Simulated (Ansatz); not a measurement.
V3Ru (Fm-3m), PBEsol, DFPT electron-phonon coupling, linearised Boltzmann equation (Ansatz, a program for electronic structure): phonon-limited resistivity 7.49 μΩ·cm at 300 K, 10.6 μΩ·cm at 400 K, current-weighted mean free path 12.6 nm, Drude plasma energy 5.91 eV.

What is the classical skin depth at 100 GHz (nonmagnetic, μ₀ = 1.257×10⁻⁶ H/m)?

δ = √(ρ/(π f μ₀)) = 436 nm.

Estimate the electronic thermal conductivity at 300 K by the Wiedemann-Franz law (L₀ = 2.44×10⁻⁸ W·Ω/K²).

L₀T/ρ = 2.44×10⁻⁸ × 300/(7.49×10⁻⁸) = 97.7 W/(m·K). Inelastic scattering puts the true Lorenz number somewhat under L₀ near and below the Debye temperature.

What Drude relaxation time do resistivity and plasma energy imply?

ω_p = 8.98e15 s⁻¹, so τ = 1/(ε₀ ω_p² ρ) = 18.7 fs, a damping ħ/τ of 35.2 meV.

A metal at this level (no band gap). Only scattering by harmonic phonons is included (no impurities, grain boundaries, electron-electron scattering or thermal expansion). Spin-orbit coupling is left out. Halving the electron mesh (24x24x24) moves the resistivity by up to 3 % at 300 K, the mean free path by up to 8 %. Smearing 0.20 eV; phonons on a 4x4x4 q mesh, which this run doesn't test.

Computed structure with no diffraction record at hand here (it may be known, metastable or hypothetical): V3Ru (Fm-3m). Treated as nonmagnetic (a ferromagnetic start lost its moment, other orders weren't tried): V3Ru (Fm-3m).
